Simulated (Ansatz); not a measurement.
PtGa2 (Fm-3m), Ansatz (an electronic-structure program) with PBEsol, DFPT electron-phonon coupling, linearised Boltzmann equation: phonon-limited resistivity 11.4 μΩ·cm at 300 K, current-weighted mean free path 7.7 nm, Drude plasma energy 8.19 eV.

Problem. What Drude relaxation time do resistivity and plasma energy imply?

Solution. ω_p = 1.24e16 s⁻¹, so τ = 1/(ε₀ ω_p² ρ) = 6.40 fs, a damping ħ/τ of 103 meV.

Problem. What is the classical skin depth at 1 GHz (nonmagnetic, μ₀ = 1.257×10⁻⁶ H/m)?

Solution. δ = √(ρ/(π f μ₀)) = 5370 nm.

Problem. Estimate the resistivity of a 80 nm square wire with diffuse walls from ρ ≈ ρ₀(1 + 3ℓ/4d).

Solution. 1 + 0.75 × 7.7/80 = 1.07, so ρ ≈ 12.2 μΩ·cm and a line 1 μm long has 19.1 Ω. The formula is the free-electron limit for d well above ℓ; grain boundaries add to it.

A metal at this level (no band gap). Only scattering by harmonic phonons is included (no impurities, grain boundaries, electron-electron scattering or thermal expansion). Spin-orbit coupling is left out, which matters with elements this heavy. The squared frequency of the phonon mode least converged on the k mesh is uncertain by about 13 %. Halving the electron mesh (24x24x24) moves the resistivity by up to 6 % at 300 K, the mean free path by up to 2 %. Smearing 0.20 eV; phonons on a 4x4x4 q mesh, which this run doesn't test.

Formula and space group known from diffraction (Crystallography Open Database), not checked to be the room-temperature form: PtGa2 (Fm-3m).
